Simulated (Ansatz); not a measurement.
Worked calculations on one periodic cell of amorphous Ga₂₄O₃₉W: Ga24O39W, 64 atoms, volume 786.4 Å³, made by a melt-quench on the CHGNet potential and relaxed with DFT. O atoms were pushed apart under 1.9 Å during the dynamics, to hinder bonds among them. It is a model cell: composition and starting density were chosen by hand, and all elements were melted together. Computed with PBE, scalar-relativistic without spin-orbit coupling (plane waves to 420 eV, PAW; Ansatz, an electronic-structure program). Sampling: a 2×2×2 Γ-centred mesh; Fermi-Dirac width 0.02 eV; no spin polarisation. Its volume was relaxed, its shape was free, and it stands at a mean pressure of 0.1 GPa with stress components up to 0.2 GPa; the relaxation ran on the zone centre alone. Its density went from a set 5.13 to 5.24 g/cm³. The cell is small and was quenched far faster than a real film, so it is one sample of the glass.

Q: Count formal charges (Ga +3, O -2, W +6). What does the count lead one to expect at the Fermi level, and what does the calculation give?

A: 24 × (+3) + 39 × (-2) + 1 × (+6) = 0. The charges balance, so the anion-derived valence states can be full and a gap can open. On this mesh the highest filled and lowest empty level lie 1.72 eV apart, the PBE gap of this cell, with a localised state at one edge or both.

Four energies for a hole at PBE on the zone centre alone (charged cells in a uniform background, spin-polarised): neutral at the neutral geometry -123319.977 eV; charged at the neutral geometry -123326.143 eV; charged and relaxed -123326.250 eV; neutral at the charged geometry -123319.526 eV.

Q: Find the two relaxation energies and their sum, the reorganisation energy.

A: On charging: -123326.143 − (-123326.250) = 0.107 eV. On discharging: -123319.526 − (-123319.977) = 0.451 eV. The sum is 0.558 eV. The carrier's level spreads over 5 of the 64 atoms' worth, so it counts as localised, most on one O atom with neighbours Ga 1.88 Å, Ga 1.91 Å, Ga 2.03 Å (neutral geometry). The values are uncorrected: the image energy of a point charge in this cell, 2.84 × 14.40 / (2 × 9.2) = 2.2 eV before screening, is screened by electrons alone at the fixed geometry and by ions too after relaxing, and the carrier can be spread before it relaxes, so each term can be off by up to that value times 1/ε∞, some tenths of an eV. PBE's self-interaction favours spread-out carriers, so a hybrid can localise more.
